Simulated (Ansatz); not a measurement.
**A computed series for HgTe: response to strain**

Take HgTe in the zinc blende structure (space group F-43m, No. 216; a = 6.510 Å) as the base. Axes: x, y, z lie along the cube axes.

Strains are applied to the cell and any free atomic positions relax; under stress the whole cell relaxes.

All numbers come from PBEsol (Ansatz, an electronic-structure program), no SOC.

Notes on the quantities. energy relative to the base: free energy F.

| change | energy relative to the base | pressure | volume per atom |
|---|---|---|---|
| base | 0 meV/atom | 0.0 GPa | 34.48 Å³ |
| isotropic strain −5.31 % | +144 meV/atom | 10.5 GPa | 29.28 Å³ |
| isotropic strain +0.37 % | +0.5 meV/atom | -0.5 GPa | 34.87 Å³ |
| isotropic strain +0.63 % | +1.6 meV/atom | -0.8 GPa | 35.14 Å³ |
| isotropic strain +5.69 % | +105 meV/atom | -4.5 GPa | 40.71 Å³ |
| uniaxial strain ε_xx = −0.97 % | +0.5 meV/atom | 0.4 GPa | 34.15 Å³ |
| uniaxial strain ε_yy = +1.23 % | +0.8 meV/atom | -0.5 GPa | 34.91 Å³ |
| tensor shear ε_xy = +2.35 % | +5.0 meV/atom | 0.0 GPa | 34.46 Å³ |
| tensor shear ε_xz = +0.76 % | +0.5 meV/atom | 0.0 GPa | 34.48 Å³ |
| uniaxial stress, 3 GPa compression along z | +113 meV/atom | – | 26.18 Å³ |

The mesh was chosen for an insulator and is coarse for the gapless case. Beyond what the load breaks, stability against distortions was not tested. All final runs are without spin polarisation. Under uniaxial stress, 3 GPa compression along z the cell changed shape so far that it is another structure.
